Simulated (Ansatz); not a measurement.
Seebeck coefficient (μV/K, mean over directions) of n-type SiC (F-43m) against carrier density, Ansatz (a first-principles code) with PBE with spin-orbit coupling, rigid bands. Computed gap 1.36 eV; densities at which minority carriers matter at this gap, or further valleys turn the trend, are left out. Conductivity mass 0.30 mₑ (harmonic mean over directions), N_c = 1.5e19 cm⁻³ at 300 K.

```json
[
 {"electron density": "1e18 cm⁻³", "300 K": "-444", "500 K": "-510", "800 K": "-572"},
 {"electron density": "3e18 cm⁻³", "300 K": "-351", "500 K": "-416", "800 K": "(withheld)"},
 {"electron density": "1e19 cm⁻³", "300 K": "-250", "500 K": "-314", "800 K": "-375"},
 {"electron density": "3e19 cm⁻³", "300 K": "-166", "500 K": "-225", "800 K": "(withheld)"},
 {"electron density": "1e20 cm⁻³", "300 K": "-90", "500 K": "-136", "800 K": "-187"},
 {"electron density": "3e20 cm⁻³", "300 K": "-46", "500 K": "-75", "800 K": "(withheld)"},
 {"electron density": "1e21 cm⁻³", "300 K": "-22", "500 K": "-36", "800 K": "-57"}
]
```

Fill in the missing entries.


- 3e18 cm⁻³, 800 K: -478
- 3e19 cm⁻³, 800 K: -283
- 3e20 cm⁻³, 800 K: -113

Rigid bands with a gap fixed in temperature, one relaxation time for all states, no polarons or phonon drag, and whether or not such doping can be reached. Geometry: cell and atoms relaxed with PBEsol.
